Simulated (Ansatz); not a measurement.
Output of an Ansatz run (abridged):

```
WARN basis.ecutwfc = 420 eV, the default
WARN ansatz: RAYON_NUM_THREADS=1 ignored (pool sized by the plan → 1); use --threads N
Pseudopotentials: kind: paw
Pseudopotential: Pd, paw, valence charge 18
Pseudopotential: As, paw, valence charge 15
Pseudopotential: Sb, paw, valence charge 15
Crystal: 28 atoms, lattice volume = 495.344 Å³
Basis set: ecut = 420 eV, 9721 PW (Γ), exchange–correlation on 120×120×120 points (8 copies of the dense FFT grid, shifted against one another)
Bands: 288, of which v1, the nominal top of the filled ones, is band 240 counted from 1 (239 counted from 0)
Symmetry: 48 space group operations
Space group: Fd-3m (ITA 227), of the structure as read, at distance tolerance 7.9e-5 Å
k-points: 4 of 27
PAW frozen core: Pd, regenerated for the run's functional, and the local potential with it
PAW frozen core: As, regenerated for the run's functional, and the local potential with it
PAW frozen core: Sb, regenerated for the run's functional, and the local potential with it
Initial density: superposition of atomic densities (neutral atoms: chi_scale 0, normalization atom), corrected by the library's trained network
Initial wavefunctions: pseudopotential atomic-orbital guess
Eigensolver: davidson
Functional: x = pbesol(κ = 0.804, μ = 0.12345679012345678), c = pbesol(β = 0.046)
SCF iter   1: F=—  HF=-183026.156166 eV  |F-HF|=—  |Δ(HF+E_count)|=         —  Δρ=1.18e-2  dr2=7.98e-1  ethr=1.77e-3  ⟨swp⟩=5.8  Hψ=4380  notcnv=0  defer=11
all-band conjugate gradients solve this SCF's bands
preconditioner: auto → LDOS
SCF iter   2: F=—  HF=-183026.057292 eV  |F-HF|=—  |Δ(HF+E_count)|=   9.89e-2  S|Δr|=    0.00e0  Δρ=7.19e-3  dr2=2.38e-1  ethr=1.66e-4  ⟨swp⟩=2.0  Hψ=2091  notcnv=0  defer=160
SCF iter   3: F=—  HF=-183025.996493 eV  |F-HF|=—  |Δ(HF+E_count)|=   6.08e-2  S|Δr|=    0.00e0  Δρ=2.84e-3  dr2=8.39e-2  ethr=4.96e-5  ⟨swp⟩=2.0  Hψ=1884  notcnv=0  defer=160
SCF iter   4: F=—  HF=-183025.984289 eV  |F-HF|=—  |Δ(HF+E_count)|=   1.22e-2  S|Δr|=    0.00e0  Δρ=1.36e-3  dr2=1.77e-2  ethr=1.75e-5  ⟨swp⟩=2.0  Hψ=1377  notcnv=0  defer=160
SCF iter   5: F=—  HF=-183025.980934 eV  |F-HF|=—  |Δ(HF+E_count)|=   3.36e-3  S|Δr|=    0.00e0  Δρ=4.48e-4  dr2=2.73e-3  ethr=3.69e-6  ⟨swp⟩=2.0  Hψ=1636  notcnv=0  defer=160
SCF iter   6: F=—  HF=-183025.980421 eV  |F-HF|=—  |Δ(HF+E_count)|=   5.13e-4  S|Δr|=    0.00e0  Δρ=1.37e-4  dr2=1.57e-4  ethr=5.70e-7  ⟨swp⟩=2.0  Hψ=1636  notcnv=0  defer=160
SCF iter   7: F=—  HF=-183025.980492 eV  |F-HF|=—  |Δ(HF+E_count)|=   7.10e-5  S|Δr|=    0.00e0  Δρ=5.39e-5  dr2=2.66e-5  ethr=3.26e-8  ⟨swp⟩=2.0  Hψ=1219  notcnv=0  defer=160
SCF iter   8: F=—  HF=-183025.979225 eV  |F-HF|=—  |Δ(HF+E_count)|=   1.27e-3  S|Δr|=    0.00e0  Δρ=2.98e-5  dr2=7.79e-6  ethr=5.54e-9  ⟨swp⟩=2.0  Hψ=1436  notcnv=0  defer=160
SCF iter   9: F=—  HF=-183025.979224 eV  |F-HF|=—  |Δ(HF+E_count)|=   8.42e-7  S|Δr|=    0.00e0  Δρ=1.44e-5  dr2=1.97e-6  ethr=1.62e-9  ⟨swp⟩=2.0  Hψ=1595  notcnv=0  defer=160
SCF iter  10: F=—  HF=-183025.979224 eV  |F-HF|=—  |Δ(HF+E_count)|=   2.88e-7  S|Δr|=    0.00e0  Δρ=4.77e-6  dr2=1.84e-7  ethr=4.10e-10  ⟨swp⟩=2.0  Hψ=1619  notcnv=0  defer=160
SCF iter  11: F=-183025.979224 eV  HF=-183025.979224 eV  |F-HF|=1.13e-8  |Δ(HF+E_count)|=   1.62e-8  S|Δr|=    0.00e0  Δρ=1.78e-6  dr2=1.91e-8  ethr=2.08e-11  ⟨swp⟩=10.5  Hψ=4993  notcnv=0
SCF 1 converged in 11 iterations: F = -183025.979224 eV  dr2 = 1.91e-8
SCF converged after 11 iterations
Stability not checked (fill_not_monotonic)
Free energy (F): -183025.979224 eV
Harris-Foulkes:  -183025.979224 eV  (|F-HF|=1.13e-8)
Internal energy: -183025.954191 eV  (E = F + TS)
E sigma→0 (E₀):  -183025.970880 eV
Entropy (-TS):   -0.025033 eV (-0.894 meV/atom)
Fermi energy:    15.952987 eV
--- Per-component energies (eV) ---
  E_band       = -5108.588887
  E_kinetic    = 11508.340677
  E_local      = -53417.511000  (includes V_loc(G=0)·N_el)
  E_nonlocal   = 3203.931030
  E_hartree    = 23102.397448
  E_xc         = -4204.310260
  E_vxc        = -4909.296454  (∫ρ·V_xc dr)
  E_paw        = -98902.304316  (= ΣΔE_a)
  E_vpaw       = -7698.839356  (= ΣTr[D̂ρ^β])
  E_aug_tail   = 0.004022  (compensation charges beyond the density's cutoff)
  E_ewald      = -64327.745417
  E_core_change = 11.243625  (= ΣΔE_core)
  E_smearing   = -0.025033  (= −TS)
  E_closure    = -0.000000  (closes the sum)
  Σ components = -183025.979224   (vs F -183025.979224, Δ=0.00e0)
--- Forces (eV/Å), atoms counted from 1 ---
  atom   1  Pd     0.61545311    -0.00000000     0.00000000
  atom   2  Pd     0.00000000     0.61545311    -0.00000000
  atom   3  Pd    -0.61545311     0.00000000    -0.00000000
  atom   4  Pd    -0.00000000    -0.61545311    -0.00000000
  atom   5  Pd     0.00000000     0.61545311     0.00000000
  atom   6  Pd     0.00000000     0.00000000     0.61545311
   [... 17 lines left out ...]
  atom  24  As     0.00000000    -0.00000000    -0.00000000
  atom  25  Sb     0.00000000    -0.00000000     0.00000000
  atom  26  Sb     0.00000000    -0.00000000     0.00000000
  atom  27  Sb     0.00000000     0.00000000    -0.00000000
  atom  28  Sb     0.00000000    -0.00000000     0.00000000
  max |Σ_I F_I| component: 4.16e-16 eV/Å
--- Stress (GPa, compression-positive) ---
      -11.048234       0.000000      -0.000000
        0.000000     -11.048234      -0.000000
       -0.000000      -0.000000     -11.048234
  P = ⅓ Tr σ = -11.0482 GPa (-110.482 kbar)
  The stress holds the Pulay correction. Without it, at fixed plane waves, as pw.x and ABINIT print it: P = -11.0912 GPa
--- Band table (eV) ---
  k-point 0: bands = ["-68.2539", "-68.2519", "-68.2519", "-68.2509", "-68.2509", "-68.2509", "-68.2507", "-68.2507", "-68.2507", "-68.2495", "-68.2495", "-68.2484", "-68.0075", "-68.0069", "-68.0059", "-68.0059", "-68.0059", "-68.0057", "-68.0057", [...]
  k-point 1: bands = ["-68.2534", "-68.2522", "-68.2518", "-68.2518", "-68.2515", "-68.2515", "-68.2501", "-68.2501", "-68.2496", "-68.2496", "-68.2496", "-68.2487", "-68.0075", "-68.0071", "-68.0059", "-68.0059", "-68.0059", "-68.0058", "-68.0058", [...]
  k-point 2: bands = ["-68.2533", "-68.2523", "-68.2520", "-68.2520", "-68.2513", "-68.2509", "-68.2508", "-68.2501", "-68.2497", "-68.2497", "-68.2493", "-68.2487", "-68.0074", "-68.0071", "-68.0059", "-68.0059", "-68.0058", "-68.0057", "-68.0057", [...]
  k-point 3: bands = ["-68.2528", "-68.2525", "-68.2525", "-68.2521", "-68.2512", "-68.2507", "-68.2507", "-68.2503", "-68.2495", "-68.2493", "-68.2493", "-68.2491", "-68.0074", "-68.0072", "-68.0059", "-68.0059", "-68.0059", "-68.0058", "-68.0057", [...]
```

The structure:

```xyz
28
Lattice="0.0000 6.2800 6.2800 6.2800 0.0000 6.2800 6.2800 6.2800 0.0000" Properties=species:S:1:pos:R:3 pbc="T T T"
Pd     3.4515     6.2800     6.2800
Pd     9.4200     6.5915     9.4200
Pd     9.1085     6.2800     6.2800
Pd     9.4200    12.2485     9.4200
Pd     6.2800     3.4515     6.2800
Pd     9.4200     9.4200     6.5915
Pd     6.2800     9.1085     6.2800
Pd     9.4200     9.4200    12.2485
Pd    12.2485     9.4200     9.4200
Pd     6.2800     6.2800     3.4515
Pd     6.5915     9.4200     9.4200
Pd     6.2800     6.2800     9.1085
Pd     4.2892     4.2892     4.2892
Pd    11.4107     7.4292     7.4292
Pd     8.2707     8.2707     4.2892
Pd     7.4292    11.4107     7.4292
Pd     4.2892     8.2707     8.2707
Pd    11.4107    11.4107    11.4107
Pd     8.2707     4.2892     8.2707
Pd     7.4292     7.4292    11.4107
As     7.8500     7.8500     7.8500
As     7.8500     4.7100     4.7100
As     4.7100     4.7100     7.8500
As     4.7100     7.8500     4.7100
Sb     1.5700     1.5700     1.5700
Sb     1.5700     4.7100     4.7100
Sb     4.7100     4.7100     1.5700
Sb     4.7100     1.5700     4.7100
```

Write an input that gives this output.

Other spellings and defaults could give the same log, and not every line can be read from it. The input that was run (DFT, PBEsol, plane waves, default PAW files made with PBE):

Ansatz 0.2 input:
```yaml
# SbAsPd5
crystal:
  lattice:
    - [0.00000000, 6.27999200, 6.27999200]
    - [6.27999200, 0.00000000, 6.27999200]
    - [6.27999200, 6.27999200, 0.00000000]
  atoms:
    - { symbol: Pd, position: [0.72520000, 0.27480000, 0.27480000] }
    - { symbol: Pd, position: [0.52480000, 0.97520000, 0.52480000] }
    - { symbol: Pd, position: [0.27480000, 0.72520000, 0.72520000] }
    - { symbol: Pd, position: [0.97520000, 0.52480000, 0.97520000] }
    - { symbol: Pd, position: [0.27480000, 0.72520000, 0.27480000] }
    - { symbol: Pd, position: [0.52480000, 0.52480000, 0.97520000] }
    - { symbol: Pd, position: [0.72520000, 0.27480000, 0.72520000] }
    - { symbol: Pd, position: [0.97520000, 0.97520000, 0.52480000] }
    - { symbol: Pd, position: [0.52480000, 0.97520000, 0.97520000] }
    - { symbol: Pd, position: [0.27480000, 0.27480000, 0.72520000] }
    - { symbol: Pd, position: [0.97520000, 0.52480000, 0.52480000] }
    - { symbol: Pd, position: [0.72520000, 0.72520000, 0.27480000] }
    - { symbol: Pd, position: [0.34150000, 0.34150000, 0.34150000] }
    - { symbol: Pd, position: [0.27450000, 0.90850000, 0.90850000] }
    - { symbol: Pd, position: [0.34150000, 0.34150000, 0.97550000] }
    - { symbol: Pd, position: [0.90850000, 0.27450000, 0.90850000] }
    - { symbol: Pd, position: [0.97550000, 0.34150000, 0.34150000] }
    - { symbol: Pd, position: [0.90850000, 0.90850000, 0.90850000] }
    - { symbol: Pd, position: [0.34150000, 0.97550000, 0.34150000] }
    - { symbol: Pd, position: [0.90850000, 0.90850000, 0.27450000] }
    - { symbol: As, position: [0.62500000, 0.62500000, 0.62500000] }
    - { symbol: As, position: [0.12500000, 0.62500000, 0.62500000] }
    - { symbol: As, position: [0.62500000, 0.62500000, 0.12500000] }
    - { symbol: As, position: [0.62500000, 0.12500000, 0.62500000] }
    - { symbol: Sb, position: [0.12500000, 0.12500000, 0.12500000] }
    - { symbol: Sb, position: [0.62500000, 0.12500000, 0.12500000] }
    - { symbol: Sb, position: [0.12500000, 0.12500000, 0.62500000] }
    - { symbol: Sb, position: [0.12500000, 0.62500000, 0.12500000] }
kpoints:
  mp_grid:
    grid: [3, 3, 3]
hamiltonian:
  xc: pbesol
  pseudopotentials:
    kind: paw
scf:
  occupations:
    method: cold
    width: 0.05
output:
  forces: true
  eigenvalues: true
  stress: true
```

The starting cell comes from a database of published, mostly measured structures (it also holds non-ambient and calculated ones), without a prior relaxation at this level. Its lattice was rescaled by a random factor within 2.5 % of one. Spin-orbit coupling is off. Spin polarisation is off. With a pressure of about -11 GPa the cell is away from its equilibrium volume at this level. Ansatz's pressure includes its estimate of the finite-basis (Pulay) stress.

Ansatz is a quantum-chemistry and plane-wave program.
